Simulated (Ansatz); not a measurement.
# InSe, response to strain

Take InSe in the beta-GaS type structure (space group P6_3/mmc, No. 194; a = 4.0321 Å, c = 16.7641 Å; layered, stacked along the Cartesian z axis) as the base. Axes: x lies along a and z along c of the hexagonal cell.

Strains are applied to the cell and any free atomic positions relax; under biaxial strain the out-of-plane vector relaxes too.

All numbers come from Ansatz (a program for electronic structure), PBE-D3(BJ), PAW, cutoff 420 eV, no SOC.

Notes on the quantities. in-plane stress: mean in-plane stress (compression positive).

```json
[
 {"change": "base", "band gap": "0.37 eV", "gap character": "direct at Γ", "electron mass": "0.042 mₑ along c, 0.11 mₑ across (at Γ)", "in-plane stress": "–", "out-of-plane strain": "–"},
 {"change": "biaxial strain −0.45 %, plane normal [001], relaxed out of plane", "band gap": "0.45 eV", "gap character": "direct at Γ", "electron mass": "0.049 mₑ out of plane, 0.12 mₑ in plane (at Γ)", "in-plane stress": "+0.3 GPa", "out-of-plane strain": "+0.32 %"},
 {"change": "biaxial strain −0.31 %, plane normal [001], relaxed out of plane", "band gap": "0.42 eV", "gap character": "direct at Γ", "electron mass": "–", "in-plane stress": "+0.2 GPa", "out-of-plane strain": "+0.22 %"},
 {"change": "biaxial strain +0.54 %, plane normal [001], relaxed out of plane", "band gap": "0.27 eV", "gap character": "direct at Γ", "electron mass": "0.033 mₑ out of plane, 0.11 mₑ in plane (at Γ)", "in-plane stress": "-0.4 GPa", "out-of-plane strain": "-0.35 %"},
 {"change": "isotropic strain −5.24 %", "band gap": "0.87 eV", "gap character": "indirect, k = (0, 0.111, 0) in the run's primitive reciprocal basis → K", "electron mass": "0.34 mₑ along c, 0.38 mₑ across (at K)", "in-plane stress": "–", "out-of-plane strain": "–"}
]
```

Masses are band curvatures over ±0.01 Å⁻¹ around the edge. Stability against distortions was not tested. The zero or small gap of InSe under biaxial strain +0.54 %, plane normal [001], relaxed out of plane can change with the level of theory.
